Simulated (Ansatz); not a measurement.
Effect of uniaxial strain ε_zz = +1.45 % on ZnCu2SnS4

The reference is ZnCu₂SnS₄ (space group I-4, No. 82; a = 5.4145 Å, c = 10.8227 Å). Axes: x, y, z lie along a, b, c of the conventional cell.

It is then changed as follows: uniaxial strain ε_zz = +1.45 %, all other strain components held at zero, atoms relaxed at fixed cell.

Method: Ansatz (a program for electronic structure), r2SCAN, PAW, cutoff 500 eV, scalar-relativistic without spin-orbit coupling, earlier PAW set. Settings: 9×9×9 k-points, 0.05 eV Fermi–Dirac smearing.

- Space group: I-4 (No. 82) (base I-4 (No. 82))
- Shortest interatomic distance: 2.312 Å (base 2.299 Å)
- Energy relative to the base (free energy F): +1.3 meV/atom
- Pressure (mean of the normal stresses, compression positive): -10.8 kbar (base 0.0 kbar)
- Band gap: 0.45 eV (base 0.47 eV)
- Gap character: direct at Γ (base direct at Γ)
- Width of the top valence band: 0.82 eV (base 0.88 eV)
- Valence-band top at Γ (three highest levels, from the VBM): 0.00, -0.03, -0.03 eV (base 0.00, -0.07, -0.07 eV)
- Stress (xx, yy, zz, yz, xz, xy; compression positive): (-0.89, -0.89, -1.47, 0.00, 0.00, 0.00) GPa

Cost of the whole job for the changed cell (relaxation, final SCF and bands): about 13 core-minutes (a rough figure).

Stability against distortions was not tested. All final runs are without spin polarisation.
